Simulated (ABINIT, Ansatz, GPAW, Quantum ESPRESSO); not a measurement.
## One structure in several programs: TaNbAl6 (P4/mmm, 8 atoms in the cell)

Self-consistent single point.

```
TaNbAl6
1.0
    3.91003     0.00000     0.00000
    0.00000     3.91003     0.00000
    0.00000     0.00000     8.70543
Ta Al Nb
1 6 1
Cartesian
  1.95502   1.95502   4.35271
  1.95502   1.95502   0.00000
  0.00000   0.00000   4.35271
  0.00000   1.95502   2.18593
  0.00000   1.95502   6.51950
  1.95502   0.00000   2.18593
  1.95502   0.00000   6.51950
  0.00000   0.00000   0.00000
```

Shared settings, as Ansatz (a program for electronic structure) writes them: kpoints.mp_grid.grid = 3 3 2; scf.occupations.method = fermi_dirac; scf.occupations.width = 0.05 eV. Potentials and cutoffs stand in the table.

```tsv
code	model	pressure (GPa)	largest force (eV/Å)	cutoff
ABINIT	PBEsol, PAW (JTH v2.0 PBE PAW, files made for PBE)	-7.50	0.018	571 eV
Quantum ESPRESSO	PBEsol, PseudoDojo standard norm-conserving (PBESOL) pseudopotentials	-7.64	0.015	85 Ry
GPAW	PBEsol, GPAW PAW datasets PBEsol (made by gpaw-setup)	-7.40	0.025	550 eV
Ansatz	PBEsol, PAW files made with PBE	-7.59	0.015	default
```

On Ansatz's run: spin-orbit coupling is off. Spin polarisation is off.

The spread over the programs that give each value: pressure within 0.24 GPa; largest force within 0.010 eV/Å.

Ansatz's pressure is given at a fixed set of plane waves, as the other plane-wave codes print theirs.

On the base mesh (7 7 3) the same programs gave: Ansatz pressure -7.61 GPa; Quantum ESPRESSO pressure -7.66 GPa; ABINIT pressure -7.52 GPa; GPAW pressure -7.41 GPa.

The starting cell comes from a database of computed structures (which also holds hypothetical and non-ambient phases and stackings), without a prior relaxation at this level. Its lattice was rescaled by a random factor within 2.5 % of one.

Left out of this page: CP2K (on another mesh).

Keys are those of Ansatz 0.2.
